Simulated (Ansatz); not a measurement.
**Several settings converged on ScPt₃ (P4mm, 4 atoms in the cell)**

```
ScPt3
1.0
    3.96432     0.00000     0.00000
    0.00000     3.96432     0.00000
    0.00000     0.00000     3.96432
Sc Pt
1 3
Direct
  0.00000   0.00000   0.01261
  0.50000   0.50000   0.00000
  0.00000   0.50000   0.50000
  0.50000   0.00000   0.50000
```

Base method: PBEsol, default PAW files made with PBE (plane waves; Ansatz, a quantum-chemistry and plane-wave program).

Base settings: basis.ecutwfc = 420 eV; kpoints.mp_grid.grid = 8 8 8; hamiltonian.xc = pbesol; hamiltonian.pseudopotentials = {kind: paw} (the program's default PAW files); scf.occupations.method = fermi_dirac; scf.occupations.width = 0.1 eV.

The count of work is k-points × plane waves × bands × iterations; it is no time. 

**The k-point mesh at a smearing width of 0.02 eV**

In this ladder: scf.occupations.width = 0.02 eV.

Only quantities that move along the ladder and can be compared are tabulated.

```csv
kpoints.mp_grid.grid,free energy less the last step's (meV/atom),pressure (GPa),largest difference of a force vector from the last step's (eV/Å),count of work / last
3 3 3,-31.79,-3.25,0.026,0.0083
4 4 4,-1.94,-2.12,0.027,0.025
5 5 5,-2.91,-1.51,0.012,0.025
6 6 6,-3.91,-2.16,0.006,0.055
8 8 8,4.88,-2.03,0.004,0.12
9 9 9,-0.54,-1.89,0.003,0.10
11 11 11,-0.71,-2.17,0.001,0.20
16 16 16,0.00,-2.06,0.001,0.65
20 20 20,0.00,-2.05,0.000,1.0
```

Coarsest kpoints.mp_grid.grid that holds the pressure within 0.1 GPa of the last step, with all finer ones: 16 16 16; the step before is off by 0.12 GPa.

Coarsest kpoints.mp_grid.grid that holds the forces within 0.02 eV/Å of the last step, with all finer ones: 5 5 5, at 0.025 of the last step's count of work; the step before is off by 0.027 eV/Å.

Coarsest kpoints.mp_grid.grid that holds the free energy within 0.5 meV/atom of the last step, with all finer ones: 16 16 16; the step before is off by 0.71 meV/atom.

**The width of Fermi-Dirac smearing**

In this ladder: kpoints.mp_grid.grid = 13 13 13.

Narrow widths need finer meshes than wide ones, so the last steps can hold mesh noise.

Only quantities that move along the ladder and can be compared are tabulated; pressure and forces are left out, as mesh noise rules them at narrow widths.

| scf.occupations.width | free energy less the last step's (meV/atom) | energy extrapolated to zero width less the last step's (meV/atom) |
|---|---|---|
| 1 eV | -995.28 | 121.66 |
| 0.5 eV | -211.59 | 6.96 |
| 0.3 eV | -78.69 | -9.60 |
| 0.2 eV | -37.17 | -4.96 |
| 0.1 eV | -8.49 | -0.87 |
| 0.05 eV | 0.00 | 0.00 |

Widest scf.occupations.width that holds the energy extrapolated to zero width within 2 meV/atom of the last step, with all finer ones: 0.1 eV; the step before is off by 5.0 meV/atom.

Widest scf.occupations.width that holds the free energy within 5 meV/atom: not settled: the last two steps still differ by 8.5 meV/atom, over half the tolerance, so the ladder does not show it.

The extrapolation to zero width removes most of the smearing's effect on the energy.

**The width of cold smearing**

In this ladder: kpoints.mp_grid.grid = 13 13 13; scf.occupations.method = cold.

Narrow widths need finer meshes than wide ones, so the last steps can hold mesh noise.

Only quantities that move along the ladder and can be compared are tabulated; pressure and forces are left out, as mesh noise rules them at narrow widths.

```csv
scf.occupations.width,free energy less the last step's (meV/atom)
0.5 eV,2.55
0.3 eV,-0.10
0.2 eV,-0.25
0.1 eV,-0.10
0.05 eV,0.00
```

Widest scf.occupations.width that holds the free energy within 2 meV/atom of the last step, with all finer ones: 0.3 eV; the step before is off by 2.5 meV/atom.

On the base run: the starting cell comes from a database of computed structures (which also holds hypothetical and non-ambient phases and stackings), without a prior relaxation at this level. Its lattice was rescaled by up to half a per cent. One atom was moved a little off its site on purpose. Spin polarisation is off. Ansatz's pressure includes its estimate of the finite-basis (Pulay) stress.

Left out of this page: 4 runs of the series outside the window shown, repeating another row's setting, or not comparable; 1 run of the series unsound by tests on forces, stress, charge or solver warnings.

Keys are those of Ansatz 0.2.
